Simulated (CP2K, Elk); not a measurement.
An Elk input for a self-consistent single point of GaSb (F-43m, 2 atoms in the cell) (DFT, LDA (PW92), all-electron FP-LAPW, Elk's shipped species files, APW+lo basis with extra local orbitals):

```
tasks
  0

xctype
  3

rgkmax
  8.0

gmaxvr
  14.0

nxlo
  2

lorbcnd
  .true.

rmtscf
  0.94

lmaxi
  3

stype
  0

swidth
  0.00367493

avec
    0.0000000000    5.7744682444    5.7744682444
    5.7744682444    0.0000000000    5.7744682444
    5.7744682444    5.7744682444    0.0000000000

atoms
  2   : nspecies
  'Ga.in'   : spfname
  1   : natoms; atposl, bfcmt below
  0.0000000000  0.0000000000  0.0000000000    0.0 0.0 0.0
  'Sb.in'   : spfname
  1   : natoms; atposl, bfcmt below
  0.7500000000  0.7500000000  0.7500000000    0.0 0.0 0.0

ngridk
  9 9 9
```

Problem. Translate this input to CP2K.

Solution. One input that does it (others would too):

```
&GLOBAL
  PROJECT scf
  RUN_TYPE ENERGY_FORCE
  PRINT_LEVEL LOW
&END GLOBAL
&FORCE_EVAL
  METHOD Quickstep
  STRESS_TENSOR ANALYTICAL
  &DFT
    BASIS_SET_FILE_NAME BASIS_MOLOPT
    POTENTIAL_FILE_NAME GTH_POTENTIALS
    &QS
      METHOD GPW
      EPS_DEFAULT 1E-10
    &END QS
    &MGRID
      CUTOFF 600
      REL_CUTOFF 40
      NGRIDS 5
    &END MGRID
    &SCF
      SCF_GUESS ATOMIC
      EPS_SCF 1E-6
      MAX_SCF 100
      ADDED_MOS 4
      &DIAGONALIZATION
        ALGORITHM STANDARD
      &END DIAGONALIZATION
      &MIXING
        METHOD BROYDEN_MIXING
        ALPHA 0.3
        NBUFFER 8
      &END MIXING
      &SMEAR ON
        METHOD GAUSSIAN
        SIGMA [eV] 0.1
      &END SMEAR
    &END SCF
    &KPOINTS
      SCHEME MONKHORST-PACK 9 9 9
    &END KPOINTS
    &XC
      &XC_FUNCTIONAL PADE
      &END XC_FUNCTIONAL
    &END XC
    &PRINT
      &MO
        EIGENVALUES T
        OCCUPATION_NUMBERS T
        NDIGITS 8
        FILENAME mo
        &EACH
          QS_SCF 0
        &END EACH
        ADD_LAST NUMERIC
      &END MO
      &MULLIKEN OFF
      &END MULLIKEN
    &END PRINT
  &END DFT
  &SUBSYS
    &CELL
      ABC 4.32143600 4.32143656 4.32143620
      ALPHA_BETA_GAMMA 60.00000449 60.00000150 60.00000426
      PERIODIC XYZ
    &END CELL
    &COORD
      Ga       0.00000000     0.00000000     0.00000000
      Sb       6.48215400     3.74247375     2.64632850
    &END COORD
    &KIND Ga
      BASIS_SET DZVP-MOLOPT-SR-GTH-q13
      POTENTIAL GTH-PADE-q13
    &END KIND
    &KIND Sb
      BASIS_SET DZVP-MOLOPT-SR-GTH-q5
      POTENTIAL GTH-PADE-q5
    &END KIND
  &END SUBSYS
  &PRINT
    &FORCES ON
    &END FORCES
    &STRESS_TENSOR ON
    &END STRESS_TENSOR
  &END PRINT
&END FORCE_EVAL
```

Basis settings and potentials, where a program has them, do not carry over. This input uses DFT LDA (Pade form), GPW, DZVP-MOLOPT-SR-GTH basis, GTH-PADE potentials (GTH_POTENTIALS). LDA parametrisations can differ slightly between programs.

The starting cell comes from a database of computed structures (which also holds hypothetical and non-ambient phases and stackings), without a prior relaxation at this level. Its lattice was rescaled by a random factor within 2.5 % of one.
